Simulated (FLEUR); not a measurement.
A self-consistent single point of NbRu (P1, 2 atoms in the cell) with FLEUR.

Level of theory: LDA (Perdew-Zunger), all-electron FLAPW (FLEUR), scalar-relativistic valence.

The change in words: lattice scaled by 0.98. Reference geometry:
```
CELL_PARAMETERS angstrom
      3.18649     0.00000     0.00000
      0.00000     3.18649     0.00000
      0.00000     0.00000     3.18649
ATOMIC_POSITIONS crystal
  Nb 0.98809 0.01268 0.00951
  Ru 0.51191 0.48732 0.49049
```

Reference input (self-consistent single point, DFT, LDA (Perdew-Zunger), all-electron FLAPW (FLEUR), scalar-relativistic valence): Kmax = 4 1/bohr; GmaxXC = 20 1/bohr; xcFunctional = pz; jspins = 1; l_soc = F; mode = gauss; fermiSmearingEnergy = 0.00499791 Htr; mesh (inpgen div1-3) = 8 8 8; inpgen gamma flag = true; Gmax = 20 1/bohr; numbands = 0; maxIterBroyd = 40. This run's input differs from it in these lines:

```diff
@@ -3,5 +3,5 @@
 &input film=f /
-6.0215933989 0.0000000000 0.0000000000
-0.0000000000 6.0215933989 0.0000000000
-0.0000000000 0.0000000000 6.0215933989
+5.9011611529 0.0000000000 0.0000000000
+0.0000000000 5.9011611529 0.0000000000
+0.0000000000 0.0000000000 5.9011611529
 1.0
@@ -44,5 +44,5 @@
          <bravaisMatrix>
-            <row-1>    6.0215933989000003     0.0000000000000000     0.0000000000000000</row-1>
-            <row-2>    0.0000000000000000     6.0215933989000003     0.0000000000000000</row-2>
-            <row-3>    0.0000000000000000     0.0000000000000000     6.0215933989000003</row-3>
+            <row-1>    5.9011611529000003     0.0000000000000000     0.0000000000000000</row-1>
+            <row-2>    0.0000000000000000     5.9011611529000003     0.0000000000000000</row-2>
+            <row-3>    0.0000000000000000     0.0000000000000000     5.9011611529000003</row-3>
          </bravaisMatrix>
```

Output (repeated stretches shortened):

```
 Iteration:     1   Distance:      15.74628053 me/bohr^3
 Iteration:     2   Distance:      14.45885209 me/bohr^3
 Iteration:     3   Distance:       5.85437127 me/bohr^3
 Iteration:     4   Distance:       4.57161449 me/bohr^3
 Iteration:     5   Distance:       7.50033440 me/bohr^3
   [... 9 lines left out ...]
 Iteration:    15   Distance:       0.00014735 me/bohr^3
 Iteration:    16   Distance:       0.00012743 me/bohr^3
 Iteration:    17   Distance:       0.00002859 me/bohr^3
 Iteration:    18   Distance:       0.00000623 me/bohr^3
 Reset of history
 Run finished successfully
 Stop message:
   Structural relaxation: new displacements generated

[file out, last iteration]
             iter=     19
[...]
          total density-effective poten   -1.3602321468E+04
          total charge density-energy d   -2.4442838298E+02
 Updated energy parameters for spin:           1
[...]
 fermi energy and band-weighting factors:

[...]
FERMIE:
          first approx. to ef    (T=0)  :   0.611933 htr   (energy of the highest occ. eigenvalue)
          number of occ. states  (T=0)  :       3772
          first approx. to seigv (T=0)  :  -9.754002 htr
          sum of weights of occ. states :  14.500000
          sum of semicore charge        :   0.000000 e
          fermi energy=   0.61131 har   work function= -16.63447 ev
          number of valence electrons=  29.00000
   [... lines left out ...]
     k-point=  134
     k-point=  135
     k-point=  136
     k-point=  137
     k-point=  138
     k-point=  139
     k-point=  140
     k-point=  141
     k-point=  142
     k-point=  143
     k-point=  144
     k-point=  145
     k-point=  146
     k-point=  147
     k-point=  148
     k-point=  149
     k-point=  150
     k-point=  151
     k-point=  152
     k-point=  153
     k-point=  154
     k-point=  155
     k-point=  156
```

The run converged in 18 iterations. FLEUR gives forces in its relaxation mode, with a further iteration, so its stop message speaks of a relaxation. Against the reference run the total energy drops by 38.8 meV/atom and the largest force goes from 0.233 to 0.440 eV/Å.

The starting cell comes from a database of computed structures (which also holds hypothetical and non-ambient phases and stackings), without a prior relaxation at this level. Its atoms were displaced at random from the sites of space group no. 221. For this run, on top of that: lattice scaled by 0.98. Spin polarisation is off. Values depend on the basis (sphere radii, cutoffs, local orbitals), which need not be converged.

Cost on one core of a shared machine: roughly 9 min.
